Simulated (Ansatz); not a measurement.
**Effect of holes 2.0×10^21 cm⁻³ on SrTiO3**

Start from SrTiO$_{3}$ in the cubic perovskite structure (space group Pm-3m, No. 221; a = 3.908 Å).

It is then changed as follows: hole doping at 2.0×10^21 cm⁻³ (0.119 per cell), with a uniform compensating background at fixed cell and a 300 K Fermi–Dirac width.

All numbers come from r2SCAN (Ansatz, an electronic-structure program), without spin-orbit coupling, earlier PAW set. Settings: 12×12×12 k-points, 0.0259 eV Fermi–Dirac smearing.

```csv
quantity,base,changed,shift
gap between the host's bands,2.27 eV,2.32 eV,+0.05 eV
gap character,"indirect, R → Γ","indirect, R → Γ",–
Fermi level relative to the doped band's edge (positive inside the band; to 0.05 eV),–,+0.10 eV,–
```

Charged cell with a jellium background: band edges are those of the host's band count, energies are not comparable with the neutral cell, and many-body gap narrowing is missing. Stability against distortions was not tested. The final runs are not spin-polarised. Many cubic perovskites are stable only at high temperature; tilts and polar distortions were not tested.
